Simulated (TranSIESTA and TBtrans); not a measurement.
Run with TranSIESTA and TBtrans (open boundaries, self-consistent; PseudoDojo norm-conserving potentials, scalar-relativistic): PAO.BasisSize DZP, PAO.EnergyShift 0.15 eV, XC.Authors PBE, Mesh.Cutoff 200 Ry, ElectronicTemperature 300 K, TS.Voltage 0.0 eV, TBT.Elecs.Eta 0.001 eV, no spin polarisation.

Device: Si chain bridged by a linear C4 unit along the axis. Leads: straight Si chain, spacing 2.25 Å. Geometry: 6 atoms about the centre moved by SIESTA (PBE, DZP) to a largest force of 0.01 eV/Å, all others as built, motion along the axis alone.

Q: Give the largest eigenchannel transmissions at the Fermi level (four at most) and the total.

A: 0.94, 0.94, 0.0016; total 1.88. The straight chain is held at its spacing; free chains may zigzag or dimerise. No spin-polarised start was tried, so a magnetic state, if there is one, is missed.
